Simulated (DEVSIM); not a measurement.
Device: Schottky contact on n-type Si, at 300 K.

```tsv
layer (left to right)	material	thickness (μm)	Nd (cm⁻³)	τn (s)	τp (s)
1	Si	20.0	2.7e17	1e-6	1e-6
2	Si	2.40	6.7e18	1e-6	1e-6
```

Left contact: Schottky, work function 4.74 eV, emission velocity 6.8e6 cm/s. Right contact: ohmic. Voltage is applied to the left contact. Recombination: SRH at mid-gap, Auger. Mobility is constant in doping.

The device is made up for the run: typed textbook-type constants, with dimensions and the other settings drawn at random. Values at 300 K.

```tsv
parameter	Si
gap (eV)	1.124
affinity (eV)	4.05
permittivity	11.7
Nc (cm⁻³)	2.86e19
Nv (cm⁻³)	3.1e19
μn (cm²/Vs)	1417
μp (cm²/Vs)	470
Cn (cm⁶/s)	2.8e-31
Cp (cm⁶/s)	9.9e-32
```

DEVSIM, 1D drift-diffusion, Boltzmann statistics, complete ionisation; no tunnelling, impact ionisation, image-force lowering or self-heating. Metal contacts follow the ideal Schottky-Mott rule: no Fermi-level pinning, no interface dipoles.

Give the dark forward current.


```json
[
 {"V (V)": "0.05", "J (A/cm²)": "0.00046"},
 {"V (V)": "0.10", "J (A/cm²)": "0.0036"},
 {"V (V)": "0.15", "J (A/cm²)": "0.026"},
 {"V (V)": "0.20", "J (A/cm²)": "0.18"},
 {"V (V)": "0.25", "J (A/cm²)": "1.2"},
 {"V (V)": "0.30", "J (A/cm²)": "8.4"},
 {"V (V)": "0.35", "J (A/cm²)": "54"},
 {"V (V)": "0.40", "J (A/cm²)": "280"},
 {"V (V)": "0.45", "J (A/cm²)": "890"},
 {"V (V)": "0.50", "J (A/cm²)": "1800"},
 {"V (V)": "0.55", "J (A/cm²)": "3000"}
]
```
